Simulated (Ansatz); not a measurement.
A (4,4) gold nanotube has 8 atoms in a period of 2.728 Å, a mean diameter of 6.31 Å, and lies 147 meV/atom over the flat sheet relaxed at the same level.

Method: PBE (plane waves to 420 eV, PAW; Ansatz, a quantum-chemistry and plane-wave program). Mesh 1×1×22. No spin polarisation. It repeats along c; a and b span vacuum. A hypothetical model, rolled from the flat sheet. Only distortions within the start's symmetry and period were free. Values not marked SOC lack spin–orbit coupling.

**Question.** Which bending rigidity of the sheet does this imply in the thin-plate picture?

**Answer.** A plate bent to radius R stores D/(2R²) an area. The area an atom is π × 6.31 × 2.728/8 = 6.76 Å², so the stored energy is 0.147/6.76 = 0.0217 eV/Å². With R = 3.155 Å, D = 2R² × 0.0217 = 0.43 eV.
